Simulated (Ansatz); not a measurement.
CsGeBr3 (Pm-3m, No. 221, 5 atoms in the cell; start mp-570223; high-temperature phase) was calculated with r²SCAN (Ansatz, a first-principles code, plane waves, PAW).

Settings: plane-wave cutoff 560 eV, 6×6×6 k mesh, Fermi–Dirac smearing 0.01 eV, scalar-relativistic PAW data made under PBE.

Cell (relaxed at this level):

```
CELL_PARAMETERS angstrom
      5.54405     0.00000     0.00000
      0.00000     5.54405     0.00000
      0.00000     0.00000     5.54405
ATOMIC_POSITIONS crystal
  Cs 0.00000 0.00000 0.00000
  Ge 0.50000 0.50000 0.50000
  Br 0.50000 0.50000 0.00000
  Br 0.00000 0.50000 0.50000
  Br 0.50000 0.00000 0.50000
```

Problem. Predict the band gap, Γ–Γ gap and bulk modulus B0.

Solution. 
- band gap: 0.71 eV (on the SCF k mesh)
- Γ–Γ gap: 6.12 eV
- bulk modulus B0: 26.1 GPa

Note: the relaxation could not lower the start's symmetry, so the cell can be a saddle point above a distorted one; the bulk modulus is −V dP/dV from two relaxed cells at ±2 % in volume.

Spin–orbit coupling is not included.

Static lattice: no zero-point or thermal effects.

Cost on a shared machine: roughly 27 core-seconds.

A start named mp-… is a Materials Project structure, which need not be a measured phase.
